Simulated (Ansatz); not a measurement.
We consider C11b WSi₂, described by r²SCAN-D4 (PAW; Ansatz, an electronic-structure program).

Run with plane-wave cutoff 560 eV, 24×24×24 k mesh, Fermi–Dirac smearing 0.05 eV, no spin polarisation, scalar-relativistic PAW data made under PBE.

Shape and atoms are relaxed at each volume.

Pressure at four volumes; x = ln(V/13.306 Å³). One pressure is withheld.

```json
[
 {"V (Å³/atom)": "12.774", "x": "-0.0408", "P (GPa)": "10.61"},
 {"V (Å³/atom)": "13.306", "x": "0.0000", "P (GPa)": "0.00"},
 {"V (Å³/atom)": "13.572", "x": "0.0198", "P (GPa)": "-4.52"},
 {"V (Å³/atom)": "13.838", "x": "0.0392", "P (GPa)": "?"}
]
```

**Question.** Pass a parabola P(x) through the three rows shown, estimate the bulk modulus and its pressure derivative near zero pressure, and predict the withheld pressure.

**Answer.** Slopes between the rows: (0.00 − (10.61))/(0.0000 − (-0.0408)) = -260.05 and (-4.52 − (0.00))/(0.0198 − (0.0000)) = -228.28 GPa. Their difference over the span 0.0606 is c = 31.77/0.0606 = 524.3 GPa, so P(x) = 10.61 + (-260.05)(x − (-0.0408)) + 524.3 (x − (-0.0408))(x − (0.0000)). At the middle row B = −dP/dx = −[-260.05 + 524.3 × 0.0408] = 238.7 GPa, and B′ = dB/dP = 2c/B = 4.4. At x = 0.0392 the parabola gives -8.55 GPa; the run gives -8.57 GPa. The Birch–Murnaghan fit to the energies at all volumes has B0 = 238 GPa and B′ = 4.4.

Spin–orbit coupling is not included.
